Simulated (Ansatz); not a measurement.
Start from CsPbBr$_{3}$ in the cubic perovskite structure (space group Pm-3m, No. 221; a = 5.770 Å). Axes: x, y, z lie along the cube axes.

Computed with LDA (Ansatz, a program for electronic structure), without spin-orbit coupling.

For the base:

| Quantity | Result |
|---|---|
| Shortest interatomic distance | 2.885 Å |
| Valley order | R along ⟨111⟩ 1.17 eV; Γ 2.42 eV |

Modification: biaxial strain +0.60 %, plane normal [001], relaxed out of plane (Cartesian); in-plane vectors clamped, the third vector and the atoms free.

Task: What happens to the shortest interatomic distance?

Result: The shortest interatomic distance shrinks by 0.004 Å (2.885 Å → 2.881 Å).

Task: Estimate the effect on the valley order.

Result: The valley order (the lowest conduction-band minima on the path, energy above the VBM, named in the base's zone) becomes R along [111] 1.19 eV; Γ 2.48 eV (base: R along ⟨111⟩ 1.17 eV; Γ 2.42 eV).

Task: Estimate the effect on the energy relative to the base.

Result: The energy rises by 0.6 meV/atom.

Task: Predict the new in-plane stress.

Result: The mean in-plane stress (compression positive) amounts to -0.4 GPa.

Spin-orbit coupling, missing from the scalar runs, can matter with Pb. The levels and masses belong to the bands next to the band gap. Whether these cells are dynamically stable was not tested. Many cubic perovskites are stable only at high temperature; tilts and polar distortions were not tested. This is not the structure that CsPbBr3 has at room temperature and ambient pressure.
